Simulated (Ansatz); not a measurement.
The reference is GaSb in the zinc blende structure (space group F-43m, No. 216).

```xyz
2
Lattice="0.0000 3.0557 3.0557 3.0557 0.0000 3.0557 3.0557 3.0557 0.0000" Properties=species:S:1:pos:R:3 pbc="T T T"
Ga     0.0000     0.0000     0.0000
Sb     1.5279     1.5279     1.5279
```

Calculations: Ansatz (a quantum-chemistry and plane-wave program), PBEsol, PAW, cutoff 420 eV, no spin-orbit coupling.

Base values:

* **Pressure**: 0.0 GPa

It is then changed as follows: every lattice vector is shortened by 1.50 %, atoms relaxed at fixed cell.

Problem. What does the calculation give for the valley order, pressure and energy relative to the base after the change?

Solution. The valley order (the lowest conduction-band minima on the path, energy above the VBM, named in the base's zone) amounts to Γ 0.33 eV; L along ⟨111⟩ 0.45 eV; a point along ⟨100⟩, about 0.9 Å⁻¹ from Γ 0.74 eV; the pressure goes from zero to 2.6 GPa; the energy grows by 9.8 meV/atom.

With Sb present, leaving out spin-orbit coupling can change the band edges. The levels and masses belong to the bands next to the band gap. The cells carry an imposed strain or load. Whether these cells are dynamically stable was not tested. The final runs are not spin-polarised.
